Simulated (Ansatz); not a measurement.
Si (Fd-3m), HSE06, rigid bands run with Ansatz (an electronic-structure program): N_c = 2.90e19 cm⁻³ at 300 K and an electron conductivity mass of 0.274 mₑ.

### Question
For 1e17 electrons per cm³ at 300 K, place the Fermi level, estimate the Seebeck coefficient of a parabolic band with constant τ, and give mobility and conductivity for τ = 10 fs.

### Answer
The level lies k_BT ln(N_c/n) = 0.147 eV below the conduction-band minimum. S ≈ −(k_B/e)[ln(N_c/n) + 5/2] = -704 μV/K, against -698 μV/K from the full bands (mean over directions). μ = eτ/m = 64.2 cm²/(V·s) and σ = neμ = 1.03 S/cm. τ is assumed, not computed.

Band transport and this doping are assumed; polarons and phonon drag are left out. Spin-orbit coupling is left out. Geometry: cell and atoms relaxed with PBEsol.
